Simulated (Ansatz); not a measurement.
Band structure of CaSnF6 (Fm-3m, 8 atoms in the cell).

```xyz
8
Lattice="0.0000 4.2189 4.2189 4.2189 0.0000 4.2189 4.2189 4.2189 0.0000" Properties=species:S:1:pos:R:3 pbc="T T T"
Ca     0.0000     0.0000     0.0000
Sn     4.2189     4.2189     4.2189
F      4.2189     4.2189     6.1929
F      4.2189     4.2189     2.2450
F      6.1929     4.2189     4.2189
F      2.2450     4.2189     4.2189
F      4.2189     6.1929     4.2189
F      4.2189     2.2450     4.2189
```

Method: PBEsol, PAW files made with PBE (plane waves; Ansatz, a quantum-chemistry and plane-wave program).

Settings: kpoints.mp_grid.grid = 5 5 5; hamiltonian.xc = pbesol; hamiltonian.pseudopotentials = {kind: paw} (the program's default PAW files); scf.occupations.method = fermi_dirac; scf.occupations.width = 0.0037 Ry; kpoints.band_path.npoints = 8.

The starting cell comes from a database of computed structures (which also holds hypothetical and non-ambient phases and stackings), without a prior relaxation at this level.

Task: Predict the gap along the standard path and the places of the band edges.

Result: The gap along the path is 5.66 eV, direct at Γ to within 0.01 eV.

Levels in eV from the top of the valence band on the path, bands 30 to 37:
| point | 30 | 31 | 32 | 33 | 34 | 35 | 36 | 37 |
|---|---|---|---|---|---|---|---|---|
| Γ | -0.52 | 0.00 | 0.00 | 0.00 | 5.66 | 9.71 | 9.71 | 9.71 |
| X | -0.56 | -0.48 | -0.48 | 0.00 | 6.26 | 9.56 | 9.83 | 9.83 |
| W | -0.62 | -0.48 | -0.17 | -0.17 | 6.45 | 9.66 | 9.66 | 9.83 |
| K | -0.51 | -0.40 | -0.32 | -0.08 | 6.43 | 9.60 | 9.73 | 9.82 |
| L | -0.39 | -0.19 | -0.19 | -0.14 | 6.68 | 9.27 | 9.58 | 9.75 |
| U | -0.51 | -0.40 | -0.32 | -0.08 | 6.43 | 9.60 | 9.73 | 9.82 |

Keys are those of Ansatz 0.2.
